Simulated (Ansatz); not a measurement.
Consider Sr in the fcc (Cu type) structure (space group Fm-3m, No. 225; a = 5.923 Å).

The other end (x = 1) is Ca in the fcc (Cu type) structure (space group Fm-3m, No. 225): 40.58 Å³/atom, gap zero.

All numbers come from Ansatz (a program for electronic structure), PBEsol, PAW, cutoff 420 eV, no spin-orbit coupling.

Ca replaces a fraction x of Sr; each row is one arrangement (x, atoms in the cell, starting space group or random), fully relaxed.

One change was made to it. Results:

The deviation of the volume from the linear (Vegard-type) interpolation comes out as -0.5 %; the mixing energy amounts to +0.02 eV/atom (to 0.01 eV only: unlike meshes or grids); the shortest interatomic distance decreases by 0.341 Å to 3.847 Å.

Task: What was done to the base?
A) x(Ca) = 0.5, 4 atoms, R-3m
B) x(Ca) = 0.25, 4 atoms, R-3m
C) x(Ca) = 0.25, 4 atoms, C2/m
D) x(Ca) = 0.75, 4 atoms, C2/m
E) x(Ca) = 0.5, 4 atoms, P4/nmm

Result: A, x(Ca) = 0.5, 4 atoms, R-3m. For comparison, the shortest interatomic distance in the other runs: x(Ca) = 0.25, 4 atoms, R-3m gives 4.016 Å; x(Ca) = 0.25, 4 atoms, C2/m gives 4.054 Å; x(Ca) = 0.5, 4 atoms, P4/nmm gives 3.808 Å; x(Ca) = 0.75, 4 atoms, C2/m gives 3.888 Å.

Each cell is one ordered arrangement of few atoms, which overstates ordering effects compared with a random alloy. Whether these cells are dynamically stable was not tested.
